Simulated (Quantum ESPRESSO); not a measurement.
Habitual settings against a tight run: Bi (R-3m, 2 atoms in the cell)

Self-consistent single point.

```yaml
crystal:
  lattice:
    - [2.32027, -1.33961, 4.03200]
    - [0.00000, 2.67922, 4.03200]
    - [-2.32027, -1.33961, 4.03200]
  atoms:
    - { symbol: Bi, position: [0.23400, 0.23400, 0.23400] }
    - { symbol: Bi, position: [0.76600, 0.76600, 0.76600] }
```

Computed with PBE, GBRV 1.5 ultrasoft (PBE) pseudopotentials (plane waves; Quantum ESPRESSO 7.5).

Base settings: ecutwfc = 40 Ry; ecutrho = 200 Ry; occupations = smearing; smearing = gaussian; degauss = 0.0073499 Ry; potentials = {Bi: bi_pbe_v1.uspp.F.UPF}; K_POINTS = automatic 11 11 11 0 0 0; conv_thr = 1e-10 Ry; mixing_beta = 0.3.

Tight run (finer mesh or higher cutoff; not a proven limit): ecutwfc: 40 Ry → 56 Ry; ecutrho: 200 Ry → 280 Ry; conv_thr: 1e-10 Ry → 7.3e-11 Ry; K_POINTS: automatic 11 11 11 0 0 0 → automatic 15 15 15 0 0 0. It gave Fermi level (on the code's own zero) 8.82 eV; pressure -1.12 GPa; largest force (vector length) 0.078 eV/Å.

Quick runs, as changes from the base:
- A: ecutwfc: 40 Ry → 32 Ry; ecutrho: 200 Ry → 160 Ry; degauss: 0.0073499 Ry → 0.0099958 Ry; K_POINTS: automatic 11 11 11 0 0 0 → automatic 2 2 2 1 1 1
- B: K_POINTS: automatic 11 11 11 0 0 0 → automatic 4 4 4 0 0 0
- C: ecutwfc: 40 Ry → 24 Ry; ecutrho: 200 Ry → 120 Ry; K_POINTS: automatic 11 11 11 0 0 0 → automatic 1 1 1 0 0 0
- D: ecutwfc: 40 Ry → 24 Ry; ecutrho: 200 Ry → 120 Ry; K_POINTS: automatic 11 11 11 0 0 0 → automatic 3 3 3 1 1 1

Energies are extrapolated to zero smearing width, which holds to low order in the width alone (under cold and Methfessel-Paxton smearing the free energy itself is taken).

The count of work is k-points × plane waves × bands × iterations; it is no time. 

The starting cell has typed, rounded lattice constants, without a prior relaxation at this level. Its lattice was rescaled by a random factor within 2.5 % of one.

```
run  energy less tight (meV/atom)  pressure less tight (GPa)  largest miss in a force vector (eV/Å)  count of work / tight
---  ----------------------------  -------------------------  -------------------------------------  ---------------------
A                          -214.1                      -0.64                                  0.195                 0.0025
B                            -5.5                      -0.65                                  0.231                  0.021
C                          3160.5                      18.14                                  2.317                 0.0013
D                           139.6                      -3.21                                  0.629                 0.0049
```

Among the runs at the tight run's level, the energy misses run from 5.5 to 3160.5 meV/atom.
